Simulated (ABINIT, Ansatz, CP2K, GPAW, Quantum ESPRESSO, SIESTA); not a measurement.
Li3Mg (Pm-3m, 4 atoms in the cell) computed with different codes at matched settings

Self-consistent single point.

```
CELL_PARAMETERS angstrom
      4.30430     0.00000     0.00000
      0.00000     4.30430     0.00000
      0.00000     0.00000     4.30430
ATOMIC_POSITIONS crystal
  Li 0.50000 0.50000 0.00000
  Li 0.00000 0.50000 0.50000
  Li 0.50000 0.00000 0.50000
  Mg 0.00000 0.00000 0.00000
```

Shared settings, as Ansatz (a first-principles code) writes them: kpoints.mp_grid.grid = 10 10 10; scf.occupations.method = gaussian; scf.occupations.width = 0.0073 Ry. Potentials and cutoffs stand in the table.

| code | model | pressure (GPa) | cutoff |
|---|---|---|---|
| CP2K | LDA (Pade form), GPW, DZVP-MOLOPT-SR-GTH basis, GTH-PADE potentials (GTH_POTENTIALS) | -0.40 | grid 1000 Ry |
| GPAW | LDA (Perdew-Wang 92), GPAW PAW datasets LDA (gpaw-data 1.0.1) | -0.88 | 850 eV |
| Ansatz | LDA (PW92), PAW files made with PBE | -1.01 | 30.9 Ry |
| ABINIT | LDA (PW92), norm-conserving pseudopotentials (PseudoDojo nc-sr-04 LDA standard) | -0.99 | 42 Ha |
| Quantum ESPRESSO | LDA (PZ), GBRV 1.5 ultrasoft (LDA) pseudopotentials | -1.02 | 40 Ry |
| SIESTA | LDA PW92, numerical atomic orbitals DZP, PseudoDojo LDA standard norm-conserving potentials (rewritten from UPF to PSML) | -0.77 | grid 300 Ry |

The spread over the programs that give each value: pressure within 0.62 GPa.

CP2K and SIESTA use small atom-centred bases, whose incompleteness enters pressures, forces and empty levels differently from a plane-wave cutoff. Ansatz's pressure is given at a fixed set of plane waves, as the other plane-wave codes print theirs. The same LDA comes in different parametrisations, which differ slightly.

The starting cell comes from a database of computed structures (which also holds hypothetical and non-ambient phases and stackings), without a prior relaxation at this level. Its lattice was rescaled by a random factor within 2.5 % of one.

Left out of this page: Elk and FLEUR (not drawn, or without a comparable value).

Keys are those of Ansatz 0.2.
